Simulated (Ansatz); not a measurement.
A set of cells, compared by their band gap.

Cell A: Si (diamond, Fd-3m), 2 atoms in the cell, k-point mesh 10×10×10 on the run's own vectors.
```
CELL_PARAMETERS angstrom
      0.00000     2.73499     2.73499
      2.73499     0.00000     2.73499
      2.73499     2.73499     0.00000
ATOMIC_POSITIONS crystal
  Si 0.75000 0.75000 0.75000
  Si 0.50000 0.50000 0.50000
```

Cell B: SiO2 (quartz, P3₁21), 9 atoms in the cell, k-point mesh 12×12×6 on the run's own vectors.
```
CELL_PARAMETERS angstrom
      5.02025     0.00000     0.00000
     -2.51013     4.34767     0.00000
      0.00000     0.00000     5.50958
ATOMIC_POSITIONS crystal
  Si 0.52349 0.52349 0.00000
  Si 0.47651 0.00000 0.33333
  Si 0.00000 0.47651 0.66667
  O  0.25576 0.41447 0.79460
  O  0.58553 0.84129 0.12793
  O  0.15871 0.74424 0.46126
  O  0.41447 0.25576 0.20540
  O  0.84129 0.58553 0.87207
  O  0.74424 0.15871 0.53874
```

Cell C: CaF2 (fluorite, Fm-3m), 3 atoms in the cell, k-point mesh 10×10×10 on the run's own vectors.
```
CaF2
1.0
    0.00000     2.75589     2.75589
    2.75589     0.00000     2.75589
    2.75589     2.75589     0.00000
Ca F
1 2
Direct
  0.00000   0.00000   0.00000
  0.75000   0.75000   0.75000
  0.25000   0.25000   0.25000
```

Computed with Ansatz (plane waves, PAW), its default PAW set, cutoff 420 eV, 500 eV for r2SCAN. The structures are at rest with PBE; other levels are single points on them. HSE06 runs on coarser k-point meshes, which give the PBE gaps of the finer ones within 0.03 eV. Neutral cells; Fermi-Dirac smearing of at most 0.05 eV in the solids, energies taken to zero width. The lattices are those relaxed with PBE, so at other levels the solids can be strained, which adds to the spread. No structure search was made; lower ones may exist. A dispersion term ran beside these levels; it doesn't touch the electrons. Gaps are highest filled to lowest empty Kohn-Sham level on the run's k-point mesh, states of defects and surfaces included; edges off the mesh make the true gap smaller, and under 0.08 eV counts as none.

Q: What does r2SCAN give for the band gap of each cell (eV)?

A: 
```
cell           r2SCAN
----  ---------------
A     0.80 (indirect)
B     6.32 (indirect)
C     7.80 (indirect)
```

With r2SCAN the value is lowest for A and highest for C.

Q: Does the picture change with the functional?

A: 
```tsv
cell	PBE	HSE06
A	0.62 (indirect)	1.17
B	5.68 (indirect)	7.52
C	7.14 (indirect)	9.20
```

With PBE the value is lowest for A and highest for C. With HSE06 the value is lowest for A and highest for C.

Ansatz is a program for electronic structure.
